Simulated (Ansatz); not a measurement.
Fermi-surface data of TiNi under load (space group P4/mmm)

Here is the system:

```xyz
2
Lattice="3.0149 0.0000 0.0000 0.0000 3.0149 0.0000 0.0000 0.0000 2.9703" Properties=species:S:1:pos:R:3 pbc="T T T"
Ti     1.5074     1.5074     1.4852
Ni     0.0000     0.0000     0.0000
```

These are PBEsol, rigid bands (plane waves, PAW, scalar-relativistic; Ansatz, an electronic-structure program) values and carry that method's errors. Condition of this run: biaxial strain xx = yy = +1.5 %, z clamped. How the cell was made: cell and atoms relaxed with PBEsol, then loaded as said.

The density of states at the Fermi level is 2.77 states/(eV·cell), both spins and the bare Sommerfeld coefficient comes out as 3.3 mJ/(mol of atoms·K²). The drude plasma energy is 5.9 eV and the root-mean-square Fermi velocity is 3.6e5 m/s. The resistivity times τ is 14.4 (x), 14.4 (y), 13.9 (z) ×10⁻²² Ω·m·s.

A metal at this level (no band gap); rigid bands, thermally averaged at 300 K, both spins. Spin-orbit coupling is left out. τ is one relaxation time for all states.

Computed structure with no diffraction record at hand here (it may be known, metastable or hypothetical): TiNi under load (space group P4/mmm). Treated as nonmagnetic (a ferromagnetic start lost its moment, other orders weren't tried): TiNi under load (space group P4/mmm).
